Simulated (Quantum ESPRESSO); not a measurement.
# Pressure against volume in cubic perovskite BaZrO3 (space group 221) (Quantum ESPRESSO, PBEsol)

```
BaZrO3
1.0
    4.06834     0.00000     0.00000
    0.00000     4.06834     0.00000
    0.00000     0.00000     4.06834
Ba Zr O
1 1 3
Cartesian
  0.00000   0.00000   0.00000
  2.03417   2.03417   2.03417
  2.03417   0.00000   2.03417
  0.00000   2.03417   2.03417
  2.03417   2.03417   0.00000
```

Method: PBEsol, GBRV 1.5 ultrasoft (PBESOL) pseudopotentials (plane waves; Quantum ESPRESSO 7.5). Settings: ecutwfc = 52 Ry; ecutrho = 416 Ry; occupations = smearing; smearing = fd; degauss = 0.000734986 Ry; potentials = {Ba: ba_pbesol_v1.uspp.F.UPF, Zr: zr_pbesol_v1.uspp.F.UPF, O: o_pbesol_v1.2.uspp.F.UPF}; K_POINTS = automatic 8 8 8 0 0 0; conv_thr = 1e-10 Ry. The cell above is the first row's. The rows scale it uniformly. In all rows fractional positions and the k mesh are held.

```csv
V (Å^3/atom),P (GPa)
13.467,16.59
13.760,11.77
14.053,7.46
14.346,3.59
14.638,0.12
14.931,-2.99
15.224,-5.79
15.517,-8.29
15.810,?
```

**Question.** Fit P against V with a cubic, and predict the withheld value at V = 15.810.

**Answer.** With u = V - 14.5, the rows have u = -1.0330, -0.7400, -0.4470, -0.1540, 0.1380, 0.4310, 0.7240, 1.0170. Least squares gives P = 1.710 - 11.8149·u + 2.2223·u² - 0.2719·u³. Residuals (row less fit): 0.004, -0.010, 0.000, 0.007, -0.001, 0.001, -0.008, 0.003; standard error 0.008 (degrees of freedom: 4). The fitted pressure is zero at V0 = 14.65, where dP/dV = -11.17, so B0 = -V0·dP/dV = 164 GPa. At the withheld row, u = 1.3100, so P = 1.710 - 11.8149 × 1.3100 + 2.2223 × 1.3100² - 0.2719 × 1.3100³ = -10.565 GPa. The calculation gives -10.53 GPa, 0.035 GPa above the prediction (0.1 % of the range of P in the table). The row lies outside the fitted rows, so this is an extrapolation. From the scatter of the fitted rows alone, a prediction at this place has a standard error of 0.021 GPa, so the miss is 1.7 times that.

Carrying the step between the two nearest rows on in a straight line would have given -10.79, off by 0.26; series whose last step already gives the withheld value aren't shown. The scan was laid around a cell of about the measured size, scaled by a guess for this functional. The runs keep the symmetry of the cell, so they don't test it for distortions. Spin-orbit coupling is off. Cutoffs and mesh are single choices, not tested for convergence of this quantity. Series with a scatter that would blur these digits, or in which a gap closes, are not shown.
